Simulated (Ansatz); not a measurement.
The parent structure is Ga2O3 in the corundum structure (space group R-3c, No. 167; a = 4.9499 Å, c = 13.3058 Å (hexagonal axes)). Axes: x lies along a and z along c of the hexagonal cell.

The values are results of Ansatz (an electronic-structure program), LDA, PAW, cutoff 420 eV, no spin-orbit coupling, not measurements.

Now apply this change: the cell is compressed by 3.00 % along x with no lateral relaxation; the atoms relax in the strained cell.

Problem. Predict the stress tensor and what it implies for the stiffness.

Solution. Stress of the strained cell less that of the base (GPa, compression positive):
```
  13.31    0.00    0.00
   0.00    6.39    0.56
   0.00    0.56    4.91
```

Then −Δσ_ii/ε with ε = -0.0300 gives secant stiffness values (nonlinear terms included at this strain): C11 ≈ 444 GPa, C12 ≈ 213 GPa and C13 ≈ 164 GPa.

As a check, the harmonic strain energy −½ V₀ Δσ:ε is 12 meV/atom; the computed energy rise is 11 meV/atom.

Whether these cells are dynamically stable was not tested.
